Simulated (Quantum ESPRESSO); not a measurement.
Band structure of Mg6NbSi (Amm2, 8 atoms in the cell).

```
CELL_PARAMETERS angstrom
      5.06938     0.00000     0.00000
      0.00000     2.87356     5.44623
      0.00000    -2.87356     5.44623
ATOMIC_POSITIONS crystal
  Mg 0.50000 0.67442 0.17198
  Mg 0.50000 0.17198 0.67442
  Mg 0.00000 0.82536 0.33656
  Mg 0.00000 0.33656 0.82536
  Mg 0.00000 0.32210 0.32210
  Mg 0.00000 0.82519 0.82519
  Nb 0.50000 0.67548 0.67548
  Si 0.50000 0.16891 0.16891
```

Method: LDA (PZ), GBRV 1.5 ultrasoft (LDA) pseudopotentials (plane waves; Quantum ESPRESSO 7.5).

Settings: ecutwfc = 40 Ry; ecutrho = 320 Ry; occupations = smearing; smearing = gaussian; degauss = 0.0036749 Ry; potentials = {Mg: mg_lda_v1.4.uspp.F.UPF, Nb: nb_lda_v1.uspp.F.UPF, Si: si_lda_v1.uspp.F.UPF}; K_POINTS = automatic 2 2 2 0 0 0; conv_thr = 1e-10 Ry; mixing_beta = 0.7.

The starting cell comes from a database of computed structures (which also holds hypothetical and non-ambient phases and stackings), without a prior relaxation at this level. Spin polarisation is off.

Levels in eV from the Fermi level, bands 35 to 42:
```tsv
point	35	36	37	38	39	40	41	42
Γ	-2.17	-1.42	-0.92	-0.36	-0.36	0.83	1.06	1.24
X	-1.80	-1.05	-0.96	0.41	0.41	0.45	1.17	1.36
S	-1.27	-1.13	-0.63	-0.02	-0.02	1.14	1.29	1.46
R	-2.38	-1.77	-1.27	0.01	0.35	0.84	1.14	2.31
A	-1.50	-0.93	-0.26	-0.10	-0.05	0.63	1.15	1.57
Z	-1.63	-1.55	-1.25	-0.56	-0.39	-0.18	-0.13	0.05
Y	-1.43	-0.82	-0.79	-0.48	-0.15	0.76	1.22	1.43
X1	-1.80	-1.05	-0.96	0.41	0.41	0.45	1.17	1.36
A1	-1.50	-0.93	-0.26	-0.10	-0.05	0.63	1.15	1.57
T	-1.93	-1.54	-0.55	0.01	0.39	0.96	1.00	1.15
```

Bands cross the Fermi level along this path, so the cell is metallic at this level.
